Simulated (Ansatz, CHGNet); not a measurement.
For HfSiO4 (I4₁/amd, No. 141, 12 atoms in the cell; start COD 9000852), the machine-learned potential CHGNet 0.3.0 (trained on PBE and PBE+U data) gives:

```
Property               Value
-------------------  -------
lattice constant a   6.625 Å
lattice parameter c  6.008 Å
```

Problem. What does HSE06 in Ansatz (PAW) give for the same quantities?

Solution. 
- lattice constant a: 6.593 Å (falls by 0.5 %)
- lattice parameter c: 5.960 Å (falls by 0.8 %)

Changes are worked out from the printed values.

Unless a cell is named, each level is at its own relaxed cell (CHGNet 0.3.0 10.99, HSE06 10.79 Å³/atom).

Levels without +SOC leave out spin–orbit coupling, which shifts energies and cells of such heavy elements.

Caveats: the relaxation could not lower the start's symmetry, so the cell can be a saddle point above a distorted one (CHGNet 0.3.0, HSE06). Ansatz's density-functional and Hartree–Fock values are scalar-relativistic unless marked +SOC, with PAW data made under PBE.

Ansatz is a quantum-chemistry and plane-wave program.
